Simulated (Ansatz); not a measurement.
An Ansatz (an electronic-structure program) run: a single point on MgF2 with a change (pressure 10 GPa), its geometry relaxed with PBEsol; HSE06, PAW, 420 eV (Ansatz; no spin-orbit coupling).

Input:

Ansatz 0.2 input:
```yaml
crystal:
  lattice:
    - [4.4995544586, 0, 0]
    - [0, 4.4995544586, 0]
    - [0, 0, 2.9908488145]
  atoms:
    - { symbol: Mg, position: [0.5, 0.5, 0.5] }
    - { symbol: Mg, position: [0, 0, 0] }
    - { symbol: F, position: [0.8021821633, 0.1978178367, 0.5] }
    - { symbol: F, position: [0.1978178367, 0.8021821633, 0.5] }
    - { symbol: F, position: [0.3021821633, 0.3021821633, 0] }
    - { symbol: F, position: [0.6978178367, 0.6978178367, 0] }
basis: { ecutwfc: 420, ecutrho_ratio: 4, xc_grid: 2, fft_grid_basis: typed }
kpoints: { mp_grid: { grid: [6, 6, 8] } }
hamiltonian:
  xc: hse06
  dispersion: none
  pseudopotentials: { kind: paw }
scf: { occupations: { method: fermi_dirac, width: 0.01 } }
output: { eigenvalues: true, eigenstates: { kpoints: [[0, 0, 0], [0, 0.5, 0], [0.5, 0.5, 0]] } }
```

Output (explanatory and most iteration lines left out):

```
Pseudopotential: Mg, paw, valence charge 10
Pseudopotential: F, paw, valence charge 7
Crystal: 6 atoms, lattice volume = 60.553 Å³
Basis set: ecut = 420 eV, 1185 PW (Γ), exchange–correlation on 64×64×40 points (8 copies of the dense FFT grid, shifted against one another)
Bands: 30, of which v1, the nominal top of the filled ones, is band 24 counted from 1 (23 counted from 0)
Symmetry: 16 space group operations
Space group: P42/mnm (ITA 136), of the structure as read, at distance tolerance 3.9e-5 Å
k-points: 50 of 288
Functional: x = pbe(κ = 0.804, μ = 0.2195149727645171), c = pbe(β = 0.06672455060314922), warm-up for x = pbe(κ = 0.804, μ = 0.2195149727645171) + 0.25 (exact …
SCF iter   1: F=—  HF=-7090.805281 eV  |F-HF|=—  |Δ(HF+E_count)|=         —  Δρ=8.03e-4  dr2=1.60e-4  ethr=1.77e-3  ⟨swp⟩=2.0  Hψ=9787  notcnv=0
SCF iter   2: F=-7090.805831 eV  HF=-7090.805690 eV  |F-HF|=1.41e-4  |Δ(HF+E_count)|=   4.09e-4  Δρ=3.72e-4  dr2=3.14e-5  ethr=3.32e-7  ⟨swp⟩=5.3  Hψ=4159  notcnv=0  defer=71
SCF 1 stopped early in 2 iterations: F = -7090.805831 eV  dr2 = 3.14e-5
Crystal: 6 atoms, lattice volume = 60.553 Å³
Functional: x = pbe(κ = 0.804, μ = 0.2195149727645171) + 0.25 (exact − pbe) at short range (hse, ω = 0.20786987370883472 Å⁻¹), c = pbe(β = 0.06672455060314922); HSE06 as pw.x's `hse` composes it (authors' and Libxc's form: `xc: wpbeh`)
SCF iter   1: F=—  HF=-7091.146540 eV  |F-HF|=—  |Δ(HF+E_count)|=         —  Δρ=8.25e-3  dr2=3.21e-2  ethr=6.53e-7  ⟨swp⟩=6.8  Hψ=7191  notcnv=0
SCF iter   2: F=—  HF=-7091.136811 eV  |F-HF|=—  |Δ(HF+E_count)|=   9.73e-3  Δρ=4.66e-3  dr2=4.04e-3  ethr=6.53e-7  ⟨swp⟩=4.0  Hψ=5148  notcnv=0  defer=1
SCF 2 stopped early in 6 iterations: F = -7091.144991 eV  dr2 = 1.75e-6
Crystal: 6 atoms, lattice volume = 60.553 Å³
SCF iter   1: F=—  HF=-7091.145239 eV  |F-HF|=—  |Δ(HF+E_count)|=         —  Δρ=5.71e-5  dr2=1.15e-6  ethr=9.96e-7  ⟨swp⟩=4.9  Hψ=3255  notcnv=0
SCF iter   2: F=—  HF=-7091.145239 eV  |F-HF|=—  |Δ(HF+E_count)|=   1.16e-7  Δρ=2.99e-5  dr2=2.32e-7  ethr=2.02e-9  ⟨swp⟩=3.9  Hψ=4272  notcnv=0
SCF 3 converged in 4 iterations: F = -7091.145239 eV  dr2 = 3.33e-8
Free energy (F): -7091.145239 eV
Internal energy: -7091.145239 eV  (E = F + TS)
E sigma→0 (E₀):  -7091.145239 eV
Fermi energy:    6.414305 eV
```

Single points use the geometry relaxed with PBEsol. Load acts through the strain it causes; cell and atoms are relaxed under it. Whether these cells are dynamically stable was not tested. No other phases were tried under pressure. The cell was made from MgF2 in the rutile structure (space group P4_2/mnm, No. 136) by this change: pressure 10 GPa.
